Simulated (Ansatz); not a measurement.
Total g(r) from a molecular-dynamics run [in the run: one k-point, which a denser mesh shifts by 0.5 GPa in pressure and 0.12 eV/Å in forces]. Calculation: PBE (plane waves, PAW; Ansatz, a first-principles code).

```
r (Å) | g(r)
     1.02 |  0.00
     1.14 |  0.00
     1.26 |  0.00
     1.38 |  0.00
     1.50 |  0.00
     1.62 |  0.00
     1.74 |  0.00
     1.86 |  0.00
     1.98 |  0.00
     2.10 |  0.00
     2.22 |  0.00
     2.34 |  0.01
     2.46 | # 0.18
     2.58 | ############ 1.78
     2.70 | ############################## 4.40
     2.82 | ######################## 3.59
     2.94 | ########## 1.46
     3.06 | ############# 1.85
     3.18 | ################## 2.67
     3.30 | ######### 1.38
     3.42 | ## 0.26
     3.54 |  0.02
     3.66 |  0.00
     3.78 |  0.00
     3.90 |  0.00
     4.02 |  0.01
     4.14 |  0.06
     4.26 | #### 0.54
     4.38 | ########### 1.66
     4.50 | ################ 2.31
     4.62 | ######### 1.33
     4.74 | ## 0.36
```

**Question.** Which system gave this curve?
A. Mo (bcc), crystal, 894 K
B. SnGe15, liquid, 1500 K
C. SiO2 (α-quartz start), crystal, 314 K
D. GaN (wurtzite), crystal, 1894 K (so hot that an open crystal may lose its volatile element)

**Answer.** A, Mo (bcc), crystal, 894 K
